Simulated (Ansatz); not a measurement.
AlB2-type NbB₂, treated with r²SCAN-D4 (Ansatz, a program for electronic structure, plane waves, PAW).

Settings: plane-wave cutoff 500 eV, 18×18×12 k mesh (along the axes of the cell as run), Fermi–Dirac smearing 0.05 eV, no spin polarisation, scalar-relativistic PAW data made under PBE.

Computed at the level's own relaxed cell.

Q: Predict the volume per atom, lattice parameter a and c axis length.

A: 
* **volume per atom**: 9.15 Å³/atom
* **lattice parameter a**: 3.097 Å
* **c axis length**: 3.304 Å

The run finds no gap.

It cost about 50 core-seconds (a rough figure) of CPU time.
